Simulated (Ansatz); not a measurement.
The parent structure is CdTe in the zinc blende structure (space group F-43m, No. 216; a = 6.490 Å).

Modification: every Te is replaced by S; the structure is relaxed again.

Levels (all Ansatz, a quantum-chemistry and plane-wave program, PAW, earlier PAW set): PBEsol (420 eV, scalar-relativistic without spin-orbit coupling); PBEsol+SOC (420 eV, noncollinear with spin-orbit coupling).

The geometry is relaxed with PBEsol.

| Property | Value |
|---|---|
| PBEsol gap character | direct at Γ |
| PBEsol lowest conduction level above the VBM at special points | Γ 1.01 eV; L 2.89 eV; X 3.39 eV; K 4.10 eV |
| PBEsol pressure | 0.00 GPa |

With PBEsol+SOC at the same geometry, the gap character stays direct at Γ; the lowest conduction level above the VBM at special points changes from Γ 1.01 eV; L 2.89 eV; X 3.39 eV; K 4.10 eV to Γ 1.00 eV; L 2.87 eV; X 3.37 eV; K 4.08 eV; the pressure goes from zero to -0.06 GPa. The threefold valence maximum splits by Δso ≈ 43 meV.

Single points use the geometry relaxed with PBEsol. Differences between runs with and without spin-orbit coupling are approximate. No phonon test of stability was made.
